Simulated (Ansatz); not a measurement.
Habitual settings against a tight run: a (111) slab of CuSe (cut from a parent of space group no. 129; 16 atoms in the cell)

Self-consistent single point.

```
CELL_PARAMETERS angstrom
      5.41813     0.00000     0.00000
      2.70907     6.14886     0.00000
      0.00000     0.00000    25.04980
ATOMIC_POSITIONS crystal
  Cu 0.50879 0.78588 0.39368
  Cu 0.00879 0.78588 0.39368
  Cu 0.10584 0.59177 0.48933
  Cu 0.60584 0.59177 0.48933
  Cu 0.70290 0.39766 0.58498
  Cu 0.20290 0.39766 0.58498
  Cu 0.29995 0.20355 0.68064
  Cu 0.79995 0.20355 0.68064
  Se 0.82187 0.65970 0.31936
  Se 0.09864 0.10616 0.37235
  Se 0.41893 0.46559 0.41501
  Se 0.69570 0.91205 0.46800
  Se 0.01598 0.27148 0.51066
  Se 0.29275 0.71794 0.56365
  Se 0.61304 0.07737 0.60632
  Se 0.88981 0.52383 0.65931
```

Computed with PBEsol, PAW files made with PBE (plane waves; Ansatz, a first-principles code).

Base settings: basis.ecutwfc = 30.9 Ry; kpoints.mp_grid.grid = 5 5 1; hamiltonian.xc = pbesol; hamiltonian.pseudopotentials = {kind: paw} (the program's default PAW files); scf.occupations.method = cold; scf.occupations.width = 0.0147 Ry; efield.axis = 3; efield.dipole_correction = true.

Tight run (finer mesh or higher cutoff; not a proven limit): basis.ecutwfc: 30.9 Ry → 43.4 Ry; kpoints.mp_grid.grid: 5 5 1 → 7 7 1; scf.convergence.dr2_threshold: default (1e-07 eV) → 1e-09 eV. It gave Fermi level (on the code's own zero) 0.06 eV; largest force (vector length) 1.610 eV/Å.

Quick runs, as changes from the base:
- A: the base itself
- B: basis.ecutwfc: 30.9 Ry → 18.4 Ry; kpoints.mp_grid.grid: 5 5 1 → 1 1 1; scf.convergence.dr2_threshold: default (1e-07 eV) → 0.001 eV
- C: basis.ecutwfc: 30.9 Ry → 15.4 Ry; kpoints.mp_grid.grid: 5 5 1 → 2 2 1; scf.occupations.method: cold → gaussian; scf.occupations.width: 0.0147 Ry → 0.01 Ry; scf.convergence.dr2_threshold: default (1e-07 eV) → 0.0001 eV
- D: basis.ecutwfc: 30.9 Ry → 24.6 Ry; kpoints.mp_grid.grid: 5 5 1 → 6 6 1; hamiltonian.xc: pbesol → lda [LDA (PW92)]
- E: basis.ecutwfc: 30.9 Ry → 18.4 Ry; kpoints.mp_grid.grid: 5 5 1 → 6 6 1; scf.occupations.width: 0.0147 Ry → 0.0367 Ry
- F: basis.ecutwfc: 30.9 Ry → 24.6 Ry; kpoints.mp_grid.grid: 5 5 1 → 2 2 1

Energies are extrapolated to zero smearing width, which holds to low order in the width alone.

Dashes: time of B, C, F, under 30 s; energy of D, another energy zero.

† marks runs with another functional, U, potentials or spin treatment: their distance from the tight run is not a convergence error alone.

The count of work is k-points × plane waves × bands × iterations; it is no time. Core times come from one kind of shared machine and are given to one figure; runs under 30 s give none.

The starting cell comes from a database of computed structures (which also holds hypothetical and non-ambient phases and stackings), without a prior relaxation at this level. The slab is cut from that crystal, and its faces are unrelaxed. Its lattice was rescaled in the plane by a random factor within 2.5 % of one. Spin polarisation is off. In the base run, forces exceed 1 eV/Å.

| run | energy less tight (meV/atom) | largest miss in a force vector (eV/Å) | count of work / tight | core time / tight (rough) |
|---|---|---|---|---|
| A | 1.5 | 0.027 | 0.30 | 0.3 |
| B | 825.5 | 0.665 | 0.0091 | – |
| C | 4606.0 | 0.527 | 0.023 | – |
| D† | – | 0.319 | 0.27 | 0.2 |
| E | 928.0 | 0.205 | 0.17 | 0.1 |
| F | 21.9 | 0.171 | 0.067 | – |

Among the runs at the tight run's level, the energy misses run from 1.5 to 4606.0 meV/atom.

Keys are those of Ansatz 0.2.
